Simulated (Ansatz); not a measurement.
Defect calculation: Pt on the Rh site (Pt_Rh) in fcc Rh

The numbers are results of PBE, PAW (plane waves to 420 eV; Ansatz, a program for electronic structure), not measurements. Set-up: 32-site cell; 6×6×6 shifted k-points; start: the Rh site; no spin–orbit coupling; not converged in cell size; the relaxation kept the symmetry of the starting site.

Neighbours after relaxation, in Å: of the Pt atom: Rh 2.73, Rh 2.73, Rh 2.73, Rh 2.73, Rh 2.73, Rh 2.73, Rh 2.73, Rh 2.73 (the shell may go on).

Formation energies E_f are those of the neutral cell. Chemical conditions: host crystal and elements as references (Δμ(Rh) = 0.00 eV, Δμ(Pt) = 0.00 eV; Pt taken from its element, since no compound that bounds it was computed at this level; only phases computed here count, gases as isolated molecules at 0 K). Reference phases: Pt: fcc Pt, Rh: fcc Rh.

| charge | moment (μB) | point group | largest move off a lattice site (Å) | E_f, host crystal and elements as references (eV) |
|---|---|---|---|---|
| 0 | not spin-polarised | Oh | 0.02 | -0.09 |

Point groups are those of the whole cell at tolerances of 0.03 and 0.1 Å ("near" where only the looser one holds); none is given for unsettled states.

All states together cost around 7 core-minutes (rough).
